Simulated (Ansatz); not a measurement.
Response to strain in PbTe

Consider PbTe in the rock salt structure (space group Fm-3m, No. 225; a = 6.534 Å). Axes: x, y, z lie along the cube axes.

Strains are applied to the cell and any free atomic positions relax; under biaxial strain the out-of-plane vector relaxes too.

All numbers come from r2SCAN, PAW, 500 eV (Ansatz, an electronic-structure program; no spin-orbit coupling).

```csv
"biaxial strain, plane normal [111], relaxed out of plane (%)",band gap (eV)
-2.5,0.62
-2.08,0.71
-1.67,?
-1.25,0.88
-0.83,0.96
-0.42,1.02
0,1.09
```

Fit E_g = E₀ + Dε (ε in %) to the rows shown and predict the withheld row.

Least squares on the printed values gives E₀ = 1.10 eV, D = 189 meV per % of strain (largest residual 0.01 eV); this predicts 0.79 eV, and the run gives 0.80 eV, in agreement.

Spin-orbit coupling, missing from the scalar runs, can matter with Pb and Te. Stability against distortions was not tested.
